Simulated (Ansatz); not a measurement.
## Defect calculation: Ga_Sb in zinc-blende GaSb

Method: PBE, PAW (plane waves to 420 eV; Ansatz, a first-principles code). Details: 64-site cell; 2×2×2 shifted k-points; start: the Sb site; no spin–orbit coupling; the functional closes the host's gap; energies good to tenths of an eV.

Neighbours after relaxation, in Å: of the Ga atom: Ga 2.48, Ga 2.48, Ga 2.49, Ga 2.56.

Formation energies E_f are those of the neutral cell. Chemical conditions: Ga-rich (Δμ(Ga) = 0.00 eV, Δμ(Sb) = -0.32 eV; only phases computed here count, gases as isolated molecules at 0 K); Sb-rich (Δμ(Ga) = -0.32 eV, Δμ(Sb) = 0.00 eV; only phases computed here count, gases as isolated molecules at 0 K). Reference phases: Ga: alpha gallium, Sb: rhombohedral Sb.

```json
[
 {"charge": "0", "moment (μB)": "not spin-polarised", "largest move off a lattice site (Å)": "0.20", "E_f, Ga-rich (eV)": "0.79", "E_f, Sb-rich (eV)": "1.44"}
]
```
